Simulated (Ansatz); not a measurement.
The cell is made up: elements placed on another compound's structure type, so the phase may be hypothetical.

By PBEsol, the system below comes out a metal.

A figure of merit of an interconnect metal is its ballistic conductance per area.

Consider the following.

```xyz
6
Lattice="4.1041 0.0000 0.0000 0.0000 4.1041 0.0000 0.0000 0.0000 4.1041" Properties=species:S:1:pos:R:3 pbc="T T T"
Re     0.0000     2.0520     2.0520
Re     2.0520     0.0000     2.0520
Re     2.0520     2.0520     0.0000
C      2.0520     0.0000     0.0000
C      0.0000     2.0520     0.0000
C      0.0000     0.0000     2.0520
```

Space group of this cell: Pm-3m. The cell was relaxed by PBE-D3(BJ); by PBEsol its mean pressure is -2.6 GPa.

The current flows along the normal of the first two printed cell vectors. No spin-orbit coupling; the value is a mean over 0.1 eV about the Fermi level.

Predict the ballistic conductance per area from PBEsol in Ansatz (a first-principles code).

0.68 × 10¹⁵ S/m² for both spins.
